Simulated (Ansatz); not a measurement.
CrAlSi (model structure, started from the MnAlGe type, P4/nmm, No. 129, 6 atoms in the cell) was calculated with PBE in Ansatz (plane waves, PAW).

Input file:

Ansatz 0.2 input:
```yaml
crystal:
  lattice:
    - [3.8715646655, 0.0, 0.0]
    - [0.0, 3.8715646655, 0.0]
    - [0.0, 0.0, 5.9203660709]
  atoms:
    - { symbol: Cr, position: [0.5, 0.5, 0.0], spin: 4.0 }
    - { symbol: Cr, position: [0.0, 0.0, 0.0], spin: 4.0 }
    - { symbol: Al, position: [0.0, 0.5, 0.688765987], spin: 0.0 }
    - { symbol: Al, position: [0.5, 0.0, 0.311234013], spin: 0.0 }
    - { symbol: Si, position: [0.5, 0.0, 0.7375653116], spin: 0.0 }
    - { symbol: Si, position: [0.0, 0.5, 0.2624346884], spin: 0.0 }
basis:
  ecutwfc: 520
  ecutrho_ratio: 4
  xc_grid: 2
kpoints:
  mp_grid: { grid: [14, 14, 10] }
hamiltonian:
  xc: pbe
  dispersion: none
  pseudopotentials: { kind: paw }
scf:
  occupations: { method: fermi_dirac, width: 0.05 }
output:
  forces: true
  stress: true
  eigenvalues: true
magnetization:
  spin_polarized: true
relax:
  f_tol: 0.004
  escape_saddle: false
  max_steps: 80
  cell: { stress_tol: 0.02, fix: [volume] }
```

From the output:

```
Relaxation: its limit of steps is 80 (relax.max_steps)
Crystal: 6 atoms, lattice volume = 88.740 Å³
Basis set: ecut = 520 eV, 2375 PW (Γ), exchange–correlation on 60×60×90 points (8 copies of the dense FFT grid, shifted against one another)
Bands: 31, of which v1, the nominal top of the filled ones, is band 21 counted from 1 (20 counted from 0)
Symmetry: 16 space group operations
Space group: P4/nmm (ITA 129), of the structure as read, at distance tolerance 4.5e-5 Å
k-points: 216 of 1960
Initial density: superposition of atomic densities (chi_scale 0.1, normalization cell)
Functional: x = pbe(κ = 0.804, μ = 0.2195149727645171), c = pbe(β = 0.06672455060314922)
spin=Collinear: Kerker preconditioning applied to the charge; magnetization (m = ρ↑ − ρ↓) channel mixes plain (no charge-response kernel on spin).
SCF 1 converged in 14 iterations: F = -9103.075554 eV  dr2 = 1.25e-9
Crystal: 6 atoms, lattice volume = 88.740 Å³
Basis set: ecut = 520 eV, 2381 PW (Γ), exchange–correlation on 60×60×90 points (8 copies of the dense FFT grid, shifted against one another)
Initial density: handed on by an earlier stage of this run
spin=Collinear: Kerker preconditioning applied to the charge; magnetization (m = ρ↑ − ρ↓) channel mixes plain (no charge-response kernel on spin).
SCF 2 converged in 7 iterations: F = -9103.076426 eV  dr2 = 8.72e-8
Crystal: 6 atoms, lattice volume = 88.740 Å³
spin=Collinear: Kerker preconditioning applied to the charge; magnetization (m = ρ↑ − ρ↓) channel mixes plain (no charge-response kernel on spin).
SCF 3 converged in 7 iterations: F = -9103.076458 eV  dr2 = 4.45e-9
Crystal: 6 atoms, lattice volume = 88.740 Å³
spin=Collinear: Kerker preconditioning applied to the charge; magnetization (m = ρ↑ − ρ↓) channel mixes plain (no charge-response kernel on spin).
SCF 4 converged in 7 iterations: F = -9103.076456 eV  dr2 = 1.61e-12
SCF converged after 7 iterations
Magnetization: 2.7042 μB (22.3521 up, 19.6479 down)
Free energy (F): -9103.076456 eV
Internal energy: -9103.035655 eV  (E = F + TS)
E sigma→0 (E₀):  -9103.056056 eV
Fermi energy:    11.059837 eV
--- Forces (eV/Å), atoms counted from 1 ---
  atom   1  Cr     0.00000000    -0.00000000     0.00000000
  atom   2  Cr    -0.00000000     0.00000000    -0.00000000
  atom   3  Al     0.00000000     0.00000000    -0.00123494
  atom   4  Al    -0.00000000    -0.00000000     0.00123494
  atom   5  Si     0.00000000     0.00000000     0.00201556
  atom   6  Si    -0.00000000    -0.00000000    -0.00201556
--- Stress (GPa, compression-positive) ---
       -2.429844      -0.000000       0.000000
       -0.000000      -2.429844       0.000000
        0.000000       0.000000      -2.428272
  P = ⅓ Tr σ = -2.4293 GPa (-24.293 kbar)
```

The cell is one volume of an energy–volume scan, off the minimum.

The run is spin-polarised with parallel starting moments, which need not be the measured order.

Note: the magnetic order was assumed, not searched for or taken from measurement. Note: the moments ended far under their starting size, a low-moment state that need not be the lowest. Note: the relaxation could raise the start's symmetry but not lower it, so the cell can be a saddle point.

Cost on a shared machine: about 4 core-minutes (a rough figure).

A model structure was made by putting elements into a prototype or built by hand; it is no filed structure, need not be a known phase, and can be a saddle point held by its symmetry.

Ansatz is a quantum-chemistry and plane-wave program.
